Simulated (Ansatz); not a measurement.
## Ca under a change: pressure 1.5 GPa

The reference is Ca in the fcc (Cu type) structure (space group Fm-3m, No. 225; a = 5.5265 Å).

One thing is altered: cell and atoms relaxed at a pressure of 1.5 GPa.

The values are results of PBE (Ansatz, an electronic-structure program, PAW, no spin-orbit coupling), not measurements. Settings: 15×15×15 k-points, 0.05 eV Fermi–Dirac smearing.

Lattice parameter a: 5.386 Å (base 5.527 Å)
Shortest interatomic distance: 3.809 Å (base 3.908 Å)
Enthalpy H = E + PV relative to the base's energy: +0.38 eV/atom
Band gap: zero (base zero)

Cost of the whole job for the changed cell (relaxation, final SCF and bands): around 7 core-seconds (rough).

Load acts through the strain it causes; cell and atoms are relaxed under it. Whether these cells are dynamically stable was not tested.
